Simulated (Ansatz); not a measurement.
The reference is Cu in the fcc (Cu type) structure (space group Fm-3m, No. 225; relaxed with 0.1 eV smearing).

```
Cu
1.0
    0.00000     1.78189     1.78189
    1.78189     0.00000     1.78189
    1.78189     1.78189     0.00000
Cu
1
Direct
  0.00000   0.00000   0.00000
```

Cartesian axes are those of the cell as printed.

The values are results of PBEsol (Ansatz, a quantum-chemistry and plane-wave program), no spin-orbit coupling, not measurements.

Now apply this change: uniaxial strain ε_zz = −3.00 %, all other strain components held at zero; the atoms relax in the strained cell.

Q: Predict the stress tensor and what it implies for the stiffness.

A: Stress of the strained cell less that of the base (GPa, compression positive):
```
    5.0     0.0     0.0
    0.0     5.0     0.0
    0.0     0.0     6.8
```

Then −Δσ_ii/ε with ε = -0.0300 gives secant stiffness values (nonlinear terms included at this strain): C33 ≈ 226 GPa, C13 ≈ 165 GPa and C23 ≈ 165 GPa.

As a check, the harmonic strain energy −½ V₀ Δσ:ε is 7.2 meV/atom; the computed energy rise is 7.0 meV/atom.

Whether these cells are dynamically stable was not tested. All final runs are without spin polarisation.
